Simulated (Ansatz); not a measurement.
The parent structure is PbZrO₃ in the cubic perovskite structure (space group Pm-3m, No. 221; a = 4.141 Å; a cell from a computed database, its experimental status unchecked).

Levels (all Ansatz, a first-principles code, PAW): PBEsol (420 eV, without spin-orbit coupling); r2SCAN (500 eV, no SOC); HSE06 (420 eV, scalar-relativistic without spin-orbit coupling).

One geometry, relaxed with PBEsol, under each level:

| level | band gap | lowest conduction level above the VBM at special points | pressure |
|---|---|---|---|
| PBEsol | 2.34 eV | X 2.34 eV; Γ 3.69 eV; M 4.31 eV; R 5.69 eV | -0.1 kbar |
| r2SCAN | [?] | [?] | [?] |
| HSE06 | 3.48 eV | X 3.48 eV; Γ 5.09 eV; M 5.56 eV | – |

Give the withheld r2SCAN results.


- r2SCAN, band gap: 2.89 eV
- r2SCAN, lowest conduction level above the VBM at special points: X 2.89 eV; Γ 4.29 eV; M 4.89 eV; R 6.24 eV
- r2SCAN, pressure: 23.2 kbar

Single points use the geometry relaxed with PBEsol. Their cutoffs differ, which shifts pressures a little. HSE06 was sampled on its mesh, a few special points and the semilocal edge points, so its gap is an upper bound. Spin-orbit coupling, missing from the scalar runs, can matter with Pb. Stability against distortions was not tested. Many cubic perovskites are stable only at high temperature; tilts and polar distortions were not tested.
